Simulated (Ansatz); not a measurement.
Start from TiO2 in the anatase structure (space group I4_1/amd, No. 141; a = 3.799 Å, c = 9.701 Å). Axes: x, y, z lie along a, b, c of the conventional cell.

Method: Ansatz (a program for electronic structure) PBE, scalar-relativistic without spin-orbit coupling.

For the base:

- Volume per atom = 11.67 Å³
- Smallest direct gap = 2.43 eV
- Band gap = 2.13 eV

It is then changed as follows: biaxial strain −0.60 %, plane normal [001], relaxed out of plane (Cartesian); in-plane vectors clamped, the third vector and the atoms free.

**Question.** How does this affect the in-plane stress?

**Answer.** The mean in-plane stress (compression positive) is +1.5 GPa.

**Question.** How does this affect the volume per atom?

**Answer.** The volume per atom falls by 0.034 Å³ (11.67 Å³ → 11.63 Å³).

**Question.** How does this affect the smallest direct gap?

**Answer.** The smallest direct gap rises by 0.04 eV to 2.47 eV.

**Question.** How does this affect the band gap?

**Answer.** The band gap goes up by 0.059 eV (2.13 eV → 2.18 eV).

Stability against distortions was not tested. All final runs are without spin polarisation.
